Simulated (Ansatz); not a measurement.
The reference is InAs in the zinc blende structure (space group F-43m, No. 216).

```cif
data_As4In4
_chemical_formula_sum 'In4 As4'
_space_group_name_H-M_alt 'F-43m'
_space_group_IT_number 216
_space_group_name_Hall 'F -4 2 3'
_cell_length_a 6.02605
_cell_length_b 6.02605
_cell_length_c 6.02605
_cell_angle_alpha 90.000
_cell_angle_beta 90.000
_cell_angle_gamma 90.000
loop_
_atom_site_label
_atom_site_type_symbol
_atom_site_symmetry_multiplicity
_atom_site_Wyckoff_symbol
_atom_site_fract_x
_atom_site_fract_y
_atom_site_fract_z
_atom_site_occupancy
In1 In 4 a 0.00000 0.00000 0.00000 1
As1 As 4 d 0.75000 0.75000 0.75000 1
```
(The calculation used a cell of 2 atoms; values per cell refer to that cell.)

The values are results of plane-wave PAW DFT at the LDA level (Ansatz, an electronic-structure program, 420 eV), no spin-orbit coupling, not measurements.

Before the change:

The pressure comes out as 0.0 GPa.

One thing is altered: an isotropic linear strain of −1.00 %, atoms relaxed at fixed cell.

Question: Predict the new energy relative to the base and pressure.

Answer: The energy grows by 4.8 meV/atom; the pressure goes from zero to 1.9 GPa.

The mesh was chosen for an insulator and is coarse for the gapless case. Stability against distortions was not tested. All final runs are without spin polarisation.
